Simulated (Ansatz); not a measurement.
The starting structures come from a database of crystals and need not be the phases stable at ambient conditions.

## Evanescent states of Ba(CdP)$_{2}$ (P-3m1, 5 atoms a cell, 26.0 Å³ an atom) along the normal of (110)

All values below come from r2SCAN (plane waves, PAW; Ansatz, a quantum-chemistry and plane-wave program).

The gap is the functional's own. No spin-orbit coupling. Mid-gap values are those at the computed energy nearest the middle.

Energies count from the valence-band top; κ is the least over a 4×4 mesh across the current.

```
E (eV)  κ (1/Å)  where
------  -------  -----
0.04      0.028      Γ
0.10      0.048      Γ
0.17      0.060      Γ
0.24      0.069      Γ
0.32      0.075      Γ
0.39      0.080      Γ
0.46      0.084      Γ
0.53      0.086      Γ
0.59      0.087      Γ
0.67      0.087      Γ
0.73      0.086      Γ
0.81      0.083  off Γ
0.88      0.074  off Γ
0.94      0.062  off Γ
1.01      0.046  off Γ
1.08      0.012  off Γ
```

Question: How thick must the barrier be to attenuate the transmission by 10^4 when the electrodes' Fermi level lies at 1.01 eV, and what attenuation does that film give at 0.10 eV?

Answer: d = 4 ln 10 / (2 × 0.046) = 100.1 Å. At 0.10 eV it gives 4 × 0.048/0.046 = 4.2 decades.
